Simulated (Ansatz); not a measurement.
Consider HfO2 in the fluorite structure (space group Fm-3m, No. 225; a = 5.059 Å). Axes: x, y, z lie along the cube axes.

Computed with plane-wave PAW DFT at the r2SCAN level (Ansatz, a first-principles code, 500 eV), without spin-orbit coupling, earlier PAW set.

Base values:

| Quantity | Value |
|---|---|
| Shortest interatomic distance | 2.191 Å |

One thing is altered: tensor shear ε_yz = −3.62 % (engineering shear γ = -0.0724); the atoms relax in the strained cell.

Q: What happens to the largest internal atomic displacement, shortest interatomic distance and stress?

A: The largest internal atomic displacement amounts to 0.026 Å; the shortest interatomic distance decreases by 0.0371 Å, from 2.191 Å to 2.153 Å; the stress (xx, yy, zz, yz, xz, xy; compression positive) comes out as (0.68, 0.84, 0.84, 5.56, 0.00, 0.00) GPa.

No phonon test of stability was made. This is not the structure that HfO2 has at room temperature and ambient pressure.
